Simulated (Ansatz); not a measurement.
Formation energies of neutral defects against the elements (graphite for carbon, diatomic gases, S8), in zinc-blende BN (eV), each at one geometry relaxed with PBE and evaluated in Ansatz (a quantum-chemistry and plane-wave program) with PBE, r2SCAN. Details: 64-site cell; 2×2×2 shifted k-points; charged states image-corrected; no Hubbard U; not converged in cell size; flagged in the runs: for some of the defects a doubtful potential alignment, a strain field that reaches the edge of the cell.

```
defect              PBE  r2SCAN
----------------  -----  ------
Fe on the B site   7.18    7.12
S on the N site    8.49    8.93
Ce on the B site  13.70   13.40
Si on the B site   5.68    5.70
Zr on the B site  10.75   10.57
Al on the B site   2.60    2.20
Nb on the B site  11.05   10.68
Co on the B site   7.20    6.91
```

PBE less r2SCAN: over the 8 rows with both numbers (drawn at random from the settled rows of this host; unsettled states are left out), mean 0.14 eV, median 0.24 eV, mean size 0.26 eV, from -0.44 to 0.40 eV.
